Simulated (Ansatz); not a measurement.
For ZrTiO4 (model structure, started from the ZrSiO4 type, I4₁/amd, No. 141, 12 atoms in the cell), LDA (Ansatz, an electronic-structure program, plane waves, PAW) gives:

equilibrium lattice constant a: 6.736 Å
c axis length: 6.288 Å
band gap: 3.51 eV

### Question
What does r²SCAN+rVV10 (plane waves, PAW; Ansatz) give for the same quantities?

### Answer

- lattice constant a: 6.780 Å (increases by 0.7 %)
- lattice parameter c: 6.388 Å (grows by 1.6 %)
- band gap: 3.94 eV (rises by 0.43 eV)

Changes are worked out from the printed values.

Unless a cell is named, each level is at its own relaxed cell (LDA 11.89, r²SCAN+rVV10 12.23 Å³/atom).

Spin–orbit coupling is included only where a level's name says +SOC; with heavier elements it mostly lowers gaps and can invert bands. Density-functional gaps are differences of (generalised) Kohn–Sham levels.

Ansatz's density-functional and Hartree–Fock values are scalar-relativistic unless marked +SOC, with PAW data made under PBE.

A model structure was made by putting elements into a prototype or built by hand; it is no filed structure, need not be a known phase, and can be a saddle point held by its symmetry.
